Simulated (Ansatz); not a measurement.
Data:

End structure of SiH3 on the 1x1 (111) surface of fcc Al, one in a 2x2 cell, started at the site 'top Al':

```xyz
20
Lattice="5.7162 0.0000 0.0000 -2.8581 4.9504 0.0000 0.0000 0.0000 26.5000" Properties=species:S:1:pos:R:3 pbc="T T T"
Al     0.0000     1.6501     9.7631
Al    -1.4290     4.1253     9.7631
Al     2.8581     1.6501     9.7631
Al     1.4290     4.1253     9.7631
Al     1.4290     0.8251    12.1036
Al     0.0000     3.3002    12.1036
Al     4.2871     0.8251    12.1036
Al     2.8581     3.3002    12.1036
Al    -0.0004     0.0290    14.4099
Al    -1.4038     2.4610    14.4099
Al     2.8581     0.0000    14.3600
Al     1.4042     2.4604    14.4099
Al     0.0000     1.6501    17.0063
Al    -1.4214     4.1317    16.6773
Al     2.8598     1.6404    16.6773
Al     1.4197     4.1287    16.6773
Si     0.0000     1.6501    19.5108
H      1.2640     2.2456    20.0624
H     -1.1477     2.4471    20.0624
H     -0.1163     0.2577    20.0624
```

Set-up: 20 atoms, 7.0 Å thick at the start under the adsorbate (thin: gaps and levels are the slab's own); mesh 6x6x1; 0.1 eV smearing; dipole correction on; 8 atoms held, the rest relaxed; start symmetry kept, larger cells not searched; spin-polarised, no spin-orbit, no U, no dispersion correction. The starting moment vanished. At the end it is bonded to Al. In PBE it is, or lies within 0.03 eV of, the lowest of the starts that converged.

A negative adsorption energy means that the adsorbate is more stable on the surface than in its reference.

Q: Give the work function of the top face at the level PBE in Ansatz (a quantum-chemistry and plane-wave program).

A: 4.87 eV

Q: Predict the change of the work function from PBE.

A: 0.84 eV

Q: Give the change of the step from the bottom to the top vacuum level, against the clean slab at the level PBE.

A: 0.87 eV

Q: Estimate the adsorption energy against SiH4(g) − ½ H2(g) that PBE returns for this input.

A: 0.022 eV
